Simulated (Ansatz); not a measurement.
Band structure of BaMg6Mo (P4/mmm, 8 atoms in the cell).

```
CELL_PARAMETERS angstrom
      6.77814     0.00000     0.00000
      0.00000     6.77814     0.00000
      0.00000     0.00000     4.29517
ATOMIC_POSITIONS crystal
  Ba 0.00000 0.00000 0.50000
  Mg 0.00000 0.50000 0.50000
  Mg 0.50000 0.00000 0.50000
  Mg 0.71015 0.28985 0.00000
  Mg 0.28985 0.71015 0.00000
  Mg 0.71015 0.71015 0.00000
  Mg 0.28985 0.28985 0.00000
  Mo 0.50000 0.50000 0.50000
```

Method: PBEsol, PAW files made with PBE (plane waves; Ansatz, a quantum-chemistry and plane-wave program).

Settings: kpoints.mp_grid.grid = 3 3 5; hamiltonian.xc = pbesol; hamiltonian.pseudopotentials = {kind: paw} (the program's default PAW files); scf.occupations.method = fermi_dirac; scf.occupations.width = 0.05 eV; kpoints.band_path.npoints = 8.

The starting cell comes from a database of computed structures (which also holds hypothetical and non-ambient phases and stackings), without a prior relaxation at this level. Spin polarisation is off.

Levels in eV from the Fermi level, bands 39 to 46:
| point | 39 | 40 | 41 | 42 | 43 | 44 | 45 | 46 |
|---|---|---|---|---|---|---|---|---|
| Γ | -0.58 | -0.24 | -0.24 | 0.49 | 0.82 | 0.82 | 1.36 | 1.56 |
| X | -1.06 | -0.32 | -0.22 | 0.35 | 0.61 | 0.94 | 1.44 | 2.07 |
| M | -0.35 | -0.35 | -0.16 | 0.11 | 1.45 | 2.10 | 2.10 | 2.11 |
| Z | -0.72 | -0.34 | -0.34 | -0.21 | -0.21 | -0.07 | 0.66 | 0.93 |
| R | -0.85 | -0.83 | -0.60 | -0.56 | 0.00 | 0.43 | 0.68 | 1.17 |
| A | -1.39 | -0.55 | -0.42 | -0.28 | -0.28 | 0.69 | 1.08 | 1.15 |

Bands cross the Fermi level along this path, so the cell is metallic at this level.

Keys are those of Ansatz 0.2.
